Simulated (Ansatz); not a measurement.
## A computed series for GaCuSe2: pressure series

The reference is GaCuSe$_{2}$ in the chalcopyrite structure (space group I-42d, No. 122; a = 5.608 Å, c = 11.098 Å).

Cell and atoms are relaxed at each pressure.

Level of theory: r2SCAN in Ansatz (plane waves to 500 eV, PAW, no spin-orbit coupling).

Candidates:
(a) pressure 9 GPa
(b) pressure 18 GPa
(c) pressure 4.2 GPa

For the base:

The band gap comes out as 0.57 eV.

Task: Order them by band gap, lowest first.

Result: (c) pressure 4.2 GPa (0.82 eV), (a) pressure 9 GPa (1.06 eV), (b) pressure 18 GPa (1.45 eV)

Load acts through the strain it causes; cell and atoms are relaxed under it. Stability against distortions was not tested. No other phases were tried under pressure. The final runs are not spin-polarised.

Ansatz is a first-principles code.
